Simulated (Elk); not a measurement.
Band structure of Hg3Ge (P6_3/mmc, 8 atoms in the cell).

```xyz
8
Lattice="6.4705 0.0000 0.0000 -3.2352 5.6036 0.0000 0.0000 0.0000 5.2472" Properties=species:S:1:pos:R:3 pbc="T T T"
Ge     3.2352     1.8679     1.3118
Ge     0.0000     3.7357     3.9354
Hg     1.6368     0.9450     3.9354
Hg     1.5985     4.6586     1.3118
Hg     0.0000     1.8900     1.3118
Hg     3.2352     3.7136     3.9354
Hg     4.8337     0.9450     3.9354
Hg    -1.5985     4.6586     1.3118
```

Method: LDA (PW92), all-electron FP-LAPW, Elk's shipped species files, APW+lo basis with extra local orbitals run with Elk.

Settings: rgkmax = 8; stype = 0; swidth = 0.00367493 Ha; ngridk = 3 3 4; gmaxvr = 16 1/bohr; nxlo = 2; lorbcnd = true; lmaxi = 3; maxscl = 100.

The starting cell comes from a database of computed structures (which also holds hypothetical and non-ambient phases and stackings), without a prior relaxation at this level. Spin-orbit coupling is off. Values depend on the basis (sphere radii, cutoffs, local orbitals), which need not be converged.

Levels in eV from the Fermi level, bands 65 to 72:
```tsv
point	65	66	67	68	69	70	71	72
Γ	-2.97	-2.60	-2.59	0.01	0.65	0.76	0.77	1.75
M	-0.98	-0.92	-0.61	-0.19	0.41	1.07	1.16	1.50
K	-1.65	-0.85	-0.57	-0.57	-0.48	0.65	1.48	2.06
A	-2.24	-2.24	-1.35	-1.35	-1.35	-1.35	-1.20	-1.20
L	-2.95	-2.95	0.67	0.67	1.08	1.09	1.99	1.99
H	-1.83	-1.83	-0.24	-0.24	1.02	1.02	3.16	3.16
```

Bands cross the Fermi level along this path, so the cell is metallic at this level.
